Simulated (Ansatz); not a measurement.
For rock-salt InSb (model structure), LDA (plane waves, PAW; Ansatz, a program for electronic structure) gives:

- equilibrium lattice constant a = 5.979 Å
- enthalpy of formation = -0.008 eV/atom

Problem. What does r²SCAN-D4 (plane waves, PAW; Ansatz) give for the same quantities?

Solution. 
- lattice constant a: 6.062 Å (goes up by 1.4 %)
- formation enthalpy: -0.053 eV/atom (moves by -0.045 eV/atom)

Changes are worked out from the printed values.

Unless a cell is named, each level is at its own relaxed cell (LDA 26.72, r²SCAN-D4 27.85 Å³/atom).

Levels without +SOC leave out spin–orbit coupling, which shifts energies and cells of such heavy elements.

Ansatz's density-functional and Hartree–Fock values are scalar-relativistic unless marked +SOC, with PAW data made under PBE.

A model structure was made by putting elements into a prototype or built by hand; it is no filed structure, need not be a known phase, and can be a saddle point held by its symmetry.
